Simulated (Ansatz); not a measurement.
Worked example: self-consistent single point of FeO (P1, 8 atoms in the cell) in Ansatz (a quantum-chemistry and plane-wave program).

Level of theory: PBEsol+U, harder PAW files (source: ansatz) made with PBE (plane waves; Ansatz).

```xyz
8
Lattice="3.1546 0.0000 0.0000 -0.0517 5.3494 0.0000 -1.5034 -0.9562 5.0477" Properties=species:S:1:pos:R:3 pbc="T T T"
Fe     0.0362     1.7228     5.0427
Fe     1.6057     0.8636     2.5219
Fe    -0.0452     5.3473     0.0066
Fe    -0.0028     3.5390     2.5227
O      1.5937     2.7276     3.7761
O      0.0963     0.0488     3.7828
O     -0.0429     1.6644     1.2645
O      1.5537     4.3339     1.2735
```
Moments meant for the start (each program seeds them in its own way; μB, in the order of the atoms Fe Fe Fe Fe O O O O): 4.0 4.0 4.0 4.0 0.0 0.0 0.0 0.0.

Reference input (self-consistent single point, DFT, PBEsol+U, plane waves, harder PAW files (source: ansatz) made with PBE): basis.ecutwfc = 930 eV; kpoints.mp_grid.grid = 5 3 3; kpoints.mp_grid.shift = 0.5 0.5 0.5; hamiltonian.xc = pbesol; hamiltonian.pseudopotentials = {kind: paw, source: ansatz}; hamiltonian.hubbard.sites = [{species: Fe, l: d, u_eff: 5.3}] eV; magnetization.spin_polarized = true; scf.occupations.method = fermi_dirac; scf.occupations.width = 0.05 eV. This run's input differs from it in these lines:

```diff
@@ -21,3 +21,3 @@
   pseudopotentials: { kind: paw, source: ansatz }
-  hubbard: { sites: [{ species: Fe, l: d, u_eff: 5.3 }] }
+  hubbard: { sites: [{ species: Fe, l: d, u_eff: 4.0 }] }
 magnetization:
```

The program printed (abridged):

```
SCF iter   1: F=—  HF=-20038.263921 eV  |F-HF|=—  |Δ(HF+E_count)|=         —  Δρ=1.24e-1 (↑5.79e-2 ↓1.24e-1)  dr2=1.95e1  dr2_m=2.01e0  M=15.999 μB ∫|m|=15.999 μB  β_m=0.30  ethr=3.10e-3  ⟨swp⟩=5.2  Hψ=9512  notcnv=0  defer=10
all-band conjugate gradients solve this SCF's bands
preconditioner: auto → Kerker (q_TF=auto, 2.743 Å⁻¹)
spin=Collinear: Kerker preconditioning applied to the charge; magnetization (m = ρ↑ − ρ↓) channel mixes plain (no charge-response kernel on spin).
   [... lines left out ...]
SCF iter  37: F=—  HF=-20039.323855 eV  |F-HF|=—  |Δ(HF+E_count)|=   2.81e-7  Δρ=1.20e-5 (↑4.18e-6 ↓1.20e-5)  dr2=7.47e-8  dr2_m=2.64e-8  M=16.000 μB ∫|m|=16.000 μB  β_m=0.97  ethr=1.14e-10  ⟨swp⟩=7.9  Hψ=13452  notcnv=0
SCF iter  38: F=-20039.323855 eV  HF=-20039.323855 eV  |F-HF|=3.38e-8  |Δ(HF+E_count)|=   2.79e-7  Δρ=1.06e-5 (↑4.48e-6 ↓1.06e-5)  dr2=6.01e-8  dr2_m=1.90e-8  M=16.000 μB ∫|m|=16.000 μB  ethr=8.49e-11  ⟨swp⟩=3.9  Hψ=8036  notcnv=0
SCF 1 converged in 38 iterations: F = -20039.323855 eV  dr2 = 6.01e-8
WARN: an SCF from antiferromagnetic starting moments (-4.00, 4.00, -4.00, 4.00, 0.00, 0.00, 0.00, 0.00 Bohr magnetons, atom by atom) was not made, by what the …
Magnetization: 16.0000 μB (52.0000 up, 36.0000 down)
   [... lines left out ...]
Absolute magnetization: 16.0003 μB (∫|ρ↑−ρ↓|, with the PAW one-centre terms)
Free energy (F): -20039.323855 eV
Fermi energy:    13.416576 eV
   [... lines left out ...]
--- Stress (GPa, compression-positive) ---
       -5.490692       0.509049      -0.701860
        0.509072      -5.784046      -0.593289
       -0.701688      -0.593490      -6.146297
  P = ⅓ Tr σ = -5.8070 GPa (-58.070 kbar)
  The stress holds the Pulay correction. Without it, at fixed plane waves, as pw.x and ABINIT print it: P = -5.8185 GPa
Occupation matrices written to occupation_matrices
```

The run converged in 38 iterations. 

The starting cell comes from a database of computed structures (which also holds hypothetical and non-ambient phases and stackings), without a prior relaxation at this level. The magnetic order is the one reached from the typed start; others were not searched systematically. With U or open f shells several self-consistent states can exist. The program warned that, by what it read of turns of the moments, another magnetic order lies lower. With a pressure of about -6 GPa the cell is away from its equilibrium volume at this level. Ansatz's pressure includes its estimate of the finite-basis (Pulay) stress.

These are the values that this program gave, and no reference: magnets with a U can end in a higher state.

Cost on one core of a shared machine: roughly 4 min.

Keys are those of Ansatz 0.2.
